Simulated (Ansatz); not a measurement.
## Cl on the 1x1 (100) surface of monoclinic HfO2 (cut with top plane 2 O), one in a 1x1 cell, started at the site 'bridge O-O (span 5.3 Å)'

Host crystal: monoclinic HfO2, with a band gap (PBE, scalar-relativistic without spin-orbit coupling).

Method: r2SCAN, at the PBE geometry and the start's symmetry (plane waves to 500 eV, PAW; Ansatz, a first-principles code).

Set-up: 25 atoms, 9.3 Å thick at the start under the adsorbate (thin: gaps and levels are the slab's own); mesh 4x4x1; 0.01 eV smearing; dipole correction on; single point; no symmetry held, on the structure that PBE left; spin-polarised, ending with about 1.0 μB a cell; orders that need a larger cell were not tried, no spin-orbit, no U, no dispersion correction. The program's check for a lower electronic state was not made. At the end it is bonded to Hf. In PBE it is, or lies within 0.03 eV of, the lowest of the starts that converged; the order may differ at this level.

```
Property                                                                                                                                                          Result
--------------------------------------------------------------------------------------  --------------------------------------------------------------------------------
adsorption energy against ½ Cl2(g) at the same level                                                                                                            -0.22 eV
gap of the slab on its k-mesh                                                                                                                                    0.85 eV
highest filled level below the top vacuum level                                                                                                                  7.94 eV
change of the step from the bottom to the top vacuum level, against the clean slab                                                                               0.37 eV
height of the binding atom over the mean of the host atoms within 0.3 Å of the top one                                                                           0.989 Å
magnetic moment of the cell                                                                                                                                      1.00 μB
nearest host atoms of the binding atom                                                                                            O at 2.42 Å, Hf at 2.58 Å, O at 3.10 Å
caution                                                                                 the clean host was not checked against rearrangement in a larger or rattled cell
cost                                                                                                                              about 16 core-minutes (a rough figure)
```

A negative adsorption energy means that the adsorbate is more stable on the surface than in its reference.
